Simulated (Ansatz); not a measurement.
The starting structures come from a database of crystals and need not be the phases stable at ambient conditions.

 Where the default PAW files enter, the runs use the earlier of Ansatz's two default sets.

Inside the gap of an insulator the Bloch states are evanescent, with a wavenumber k + iκ along the transport direction.

Input:

```
CELL_PARAMETERS angstrom
      3.83132     0.00000     0.00000
      0.00000     6.33262     0.00000
      1.91566     0.00000     3.31802
ATOMIC_POSITIONS crystal
  Si 0.33333 0.93699 0.33333
  Si 0.66667 0.06301 0.66667
  Si 0.66667 0.43699 0.66667
  Si 0.33333 0.56301 0.33333
```

Space group of this cell: P6_3/mmc. The cell is taken as given.

Transport runs along the normal of the first two printed cell vectors, the (100) plane of the conventional cell.

The gap is the functional's own. No spin-orbit coupling. Mid-gap values are interpolated on the energy grid.

Question: Give the band gap and the smallest decay constant κ at mid-gap that Ansatz (a first-principles code) with PBEsol yields.

Answer: Gap 0.30 eV on a 10×6×10 mesh; κ = 0.066 1/Å, at (0.500, 0.000) of the in-plane reciprocal vectors. At the zone centre, at the nearest computed energy, the slowest state has κ = 0.07 1/Å.
